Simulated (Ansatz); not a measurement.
# Report: zincblende BeSe (F-43m), hydrostatic pressure

Cell and atoms are relaxed with PBEsol to each stress (compression positive); bands and masses by PBEsol with spin-orbit coupling, rigid bands (plane waves, PAW; Ansatz, a quantum-chemistry and plane-wave program).

```
BeSe
1.0
    0.00000     2.56432     2.56432
    2.56432     0.00000     2.56432
    2.56432     2.56432     0.00000
Be Se
1 1
Direct
  0.00000   0.00000   0.00000
  0.25000   0.25000   0.25000
```

```csv
stress (GPa),ln(V/V₀) (%),gap (eV),mean mₑ*
-2.00,2.66,2.380,0.36
0,0,2.322,0.35
2.00,-2.39,2.267,0.34
5.00,-5.62,2.189,0.34
10.00,-10.29,2.069,0.33
```

 Masses are conductivity masses at 300 K in electron masses, harmonic means over x, y and z.

Question: Estimate the bulk modulus from the two loads next to zero.

Answer: B ≈ −Δp/Δln V = 4.00 GPa/5.05 % = 79 GPa (PBEsol), a mean over this interval.

Question: How fast does the gap move on either side of zero load?

Answer: Under tension, (2.380 − 2.322) eV over -2.00 GPa = -29 meV/GPa, or about 2.2 eV per unit ln V; under compression, (2.267 − 2.322) eV over 2.00 GPa = -28 meV/GPa, or about 2.3 eV per unit ln V. The two slopes part by 1 meV/GPa; gaps are resolved to about 0.01 eV, which allows 10 meV/GPa, so these rows don't tell them apart.

Masses are those of dilute carriers in rigid bands with one relaxation time, without polarons. Third decimals of gaps are kept for the arithmetic. Every relaxation keeps the zincblende phase (space group F-43m under this load), so a transition, a distortion that breaks the symmetry or fracture can't show.
